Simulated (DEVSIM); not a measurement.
Device: Si p+/n-/n+ power diode, at 300 K.

```
layer (left to right)  material  thickness (μm)  Nd (cm⁻³)  Na (cm⁻³)   τn (s)   τp (s)
---------------------  --------  --------------  ---------  ---------  -------  -------
1                            Si            3.30          -     1.7e18  0.00036  0.00036
2                            Si            17.0     4.1e14          -  0.00036  0.00036
3                            Si            7.20       1e18          -  0.00036  0.00036
```

Left contact: ohmic. Right contact: ohmic. Voltage is applied to the left contact. Recombination: SRH at mid-gap, Auger. Mobility is constant in doping.

The device is made up for the run: typed textbook-type constants, with dimensions and the other settings drawn at random. Values at 300 K.

| parameter | Si |
|---|---|
| gap (eV) | 1.124 |
| affinity (eV) | 4.05 |
| permittivity | 11.7 |
| Nc (cm⁻³) | 2.86e19 |
| Nv (cm⁻³) | 3.1e19 |
| μn (cm²/Vs) | 1417 |
| μp (cm²/Vs) | 470 |
| Cn (cm⁶/s) | 2.8e-31 |
| Cp (cm⁶/s) | 9.9e-32 |

Simulated with DEVSIM: 1D drift-diffusion, Boltzmann statistics, complete ionisation; no tunnelling, impact ionisation, image-force lowering or self-heating.

The doping Nd of layer 3 was swept, all else fixed.

| doping Nd of layer 3 (cm^-3) | dark forward voltage at 100 A/cm² (V) | dark forward voltage at 1 A/cm² (V) | potential step across the device at zero bias (V) |
|---|---|---|---|
| 3e16 | 0.808 | 0.657 | 0.872 |
| 1e17 | 0.815 | 0.679 | 0.903 |
| 3e17 | 0.823 | 0.694 | 0.931 |
| 1e18 | 0.830 | 0.704 | 0.962 |
| 3e18 | 0.833 | 0.708 | 0.991 |
| 1e19 | 0.835 | 0.709 | 1.022 |

From the first row to the last the dark forward voltage at 100 A/cm² goes from 0.808 to 0.835. From the first row to the last the dark forward voltage at 1 A/cm² goes from 0.657 to 0.709.
